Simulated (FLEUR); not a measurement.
# Equation of state of hcp Zn (space group 194): energy against volume (FLEUR, PBE)

```xyz
2
Lattice="2.6127 0.0000 0.0000 -1.3064 2.2627 0.0000 0.0000 0.0000 4.8620" Properties=species:S:1:pos:R:3 pbc="T T T"
Zn     1.3064     0.7542     3.6465
Zn     0.0000     1.5084     1.2155
```

Computed with PBE, all-electron FLAPW (FLEUR), scalar-relativistic valence (FLEUR). Settings: Kmax = 4.56 1/bohr; GmaxXC = 22.8 1/bohr; xcFunctional = pbe; jspins = 1; l_soc = F; mode = hist; fermiSmearingEnergy = 0.00183747 Htr; mesh (inpgen div1-3) = 25 25 12; inpgen gamma flag = true; Gmax = 22.8 1/bohr; numbands = 0; maxIterBroyd = 15; imix = Anderson; alpha = 0.05; precondParam = 0; minDistance = 1e-05 me/bohr^3. The cell above is the first row's. The rows scale it uniformly. In all rows fractional positions and the k mesh are held. E is the free energy at the stated smearing, counted from the lowest row.

```csv
V (Å^3/atom),E (meV/atom)
14.371,?
14.684,3.23
14.996,0.00
15.308,0.00
15.621,2.83
15.933,8.14
16.246,15.59
16.558,24.90
16.871,35.79
```

The 8 complete rows are fitted with the third-order Birch-Murnaghan form, a cubic in V^(-2/3), E against V. With u = V^(-2/3) - 0.159, the rows have u = 0.007765, 0.005443, 0.003201, 0.001027, -0.001069, -0.003104, -0.005068, -0.006978. Least squares gives E = 5.130 - 2517.77·u + 280291·u² + 1613083·u³. Residuals (row less fit): -0.005, 0.010, 0.005, -0.012, 0.000, -0.007, 0.021, -0.009; standard error 0.015 (degrees of freedom: 4). Its minimum lies at u = 0.004330, so V0 = (0.163330)^(-3/2) = 15.15. There d²E/du² = 602500 and d³E/du³ = 9678000, so B0 = (4/9) × 15.15^(-7/3) × 602500 × 0.160218 = 75.5 GPa (the last factor turns the table's units into GPa), and B0' = 4 + (2/3) × 0.163330 × (9678000)/602500 = 5.7.

Task: Predict the withheld E at V = 14.371 from the fit, and compare with the calculation.

Result: u = 0.010177, so E = 5.130 - 2517.77 × 0.010177 + 280291 × 0.010177² + 1613083 × 0.010177³ = 10.237 meV/atom. The calculation gives 10.12 meV/atom, 0.117 meV/atom below the prediction (0.3 % of the range of E in the table). The row lies outside the fitted rows, so this is an extrapolation. From the scatter of the fitted rows alone, a prediction at this place has a standard error of 0.043 meV/atom, so the miss is 2.7 times that.

Carrying the step between the two nearest rows on in a straight line would have given 6.47, off by 3.65; series whose last step already gives the withheld value aren't shown. The scan was laid around a cell of about the measured size, scaled by a guess for this functional; axis ratios and inner coordinates come from that cell. The runs keep the symmetry of the cell, so they don't test it for distortions. Values depend on the basis (sphere radii, cutoffs, local orbitals), which need not be converged. The shape of the cell and the inner coordinates aren't relaxed, so V0 and B0 belong to this uniform scaling; a relaxed crystal lies no higher in energy and is usually softer. Cutoffs and mesh are single choices, not tested for convergence of this quantity. Series with a scatter that would blur these digits, or in which a gap closes, are not shown. Nor are scans whose minimum lies at an end fitted in this form.
